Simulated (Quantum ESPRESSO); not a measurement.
**Refining one setting for YGaNi (Pnma, 12 atoms in the cell)**

```cif
data_Ga4Ni4Y4
_chemical_formula_sum 'Y4 Ga4 Ni4'
_space_group_name_H-M_alt 'P 1'
_space_group_IT_number 1
_cell_length_a 6.90244
_cell_length_b 4.30269
_cell_length_c 7.19313
_cell_angle_alpha 90.000
_cell_angle_beta 90.000
_cell_angle_gamma 90.000
loop_
_space_group_symop_operation_xyz
  'x, y, z'
loop_
_atom_site_label
_atom_site_type_symbol
_atom_site_fract_x
_atom_site_fract_y
_atom_site_fract_z
_atom_site_occupancy
Y1 Y 0.01687 0.75000 0.69865 1
Y2 Y 0.98313 0.25000 0.30135 1
Y3 Y 0.48313 0.25000 0.19865 1
Y4 Y 0.51687 0.75000 0.80135 1
Ga1 Ga 0.18193 0.75000 0.08220 1
Ga2 Ga 0.81807 0.25000 0.91780 1
Ga3 Ga 0.31807 0.25000 0.58220 1
Ga4 Ga 0.68193 0.75000 0.41780 1
Ni1 Ni 0.79856 0.75000 0.08966 1
Ni2 Ni 0.20144 0.25000 0.91034 1
Ni3 Ni 0.70144 0.25000 0.58966 1
Ni4 Ni 0.29856 0.75000 0.41034 1
```

Level of theory: PBEsol, GBRV 1.5 ultrasoft (PBESOL) pseudopotentials (plane waves; Quantum ESPRESSO 7.5).

The starting cell comes from a database of computed structures (which also holds hypothetical and non-ambient phases and stackings), without a prior relaxation at this level. Spin polarisation is off.

Held fixed: ecutwfc = 50 Ry; ecutrho = 400 Ry; occupations = smearing; smearing = methfessel-paxton; degauss = 0.0036749 Ry; K_POINTS = automatic 3 5 3 0 0 0; conv_thr = 1e-10 Ry; mixing_beta = 0.7.

ΔF is the free energy per atom less that of the last row (128).

```json
[
 {"nbnd": "96", "ΔF (meV/atom)": "18.1", "pressure (GPa)": "-2.58", "largest force (eV/Å)": "0.142", "bands": "96", "iterations": "32"},
 {"nbnd": "97", "ΔF (meV/atom)": "0.93", "pressure (GPa)": "-2.56", "largest force (eV/Å)": "0.076", "bands": "97", "iterations": "44"},
 {"nbnd": "98", "ΔF (meV/atom)": "0.00", "pressure (GPa)": "-2.56", "largest force (eV/Å)": "0.056", "bands": "98", "iterations": "27"},
 {"nbnd": "100", "ΔF (meV/atom)": "0.00", "pressure (GPa)": "-2.56", "largest force (eV/Å)": "0.056", "bands": "100", "iterations": "23"},
 {"nbnd": "104", "ΔF (meV/atom)": "0.00", "pressure (GPa)": "-2.56", "largest force (eV/Å)": "0.056", "bands": "104", "iterations": "30"},
 {"nbnd": "112", "ΔF (meV/atom)": "0.00", "pressure (GPa)": "-2.56", "largest force (eV/Å)": "0.057", "bands": "112", "iterations": "21"},
 {"nbnd": "128", "ΔF (meV/atom)": "0.00", "pressure (GPa)": "-2.56", "largest force (eV/Å)": "0.057", "bands": "128", "iterations": "19"}
]
```

Energy within 0.5 meV/atom of the last row: from nbnd = 98 on; the one before it is off by 0.93 meV/atom.

Pressure within 0.1 GPa of the last row: from nbnd = 96 on, the coarsest one. The value it settles on is -2.56 GPa at this level of theory and with the other settings as held.
